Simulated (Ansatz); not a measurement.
Base system: Ir in the fcc (Cu type) structure (space group Fm-3m, No. 225; relaxed with 0.1 eV smearing).

Ir has the cubic space group Fm-3m (No. 225), the fcc (Cu type) structure, Pearson symbol cF4. Conventional cell: a = 3.8450 Å, b = 3.8450 Å, c = 3.8450 Å, α = 90.00°, β = 90.00°, γ = 90.00°. Ir on 4a has 12 Ir at 2.719 Å (cuboctahedral). (Neighbours: up to the widest gap in distance over summed covalent radii, below 1.35, at either atom.)
(The calculation used a cell of 1 atom; values per cell refer to that cell.)

Calculations: r2SCAN (Ansatz, a quantum-chemistry and plane-wave program, PAW, no spin-orbit coupling).

Base values:

Pressure: 0.0 GPa

The change: the cell is scaled by 1.0250 in all directions, atoms relaxed at fixed cell.

### Question
How does this affect the energy relative to the base?

### Answer
The energy grows by 85 meV/atom.

### Question
What does the calculation give for the pressure after the change?

### Answer
The pressure goes from zero to -23.1 GPa.

The cells carry an imposed strain or load. Whether these cells are dynamically stable was not tested. The final runs are not spin-polarised.
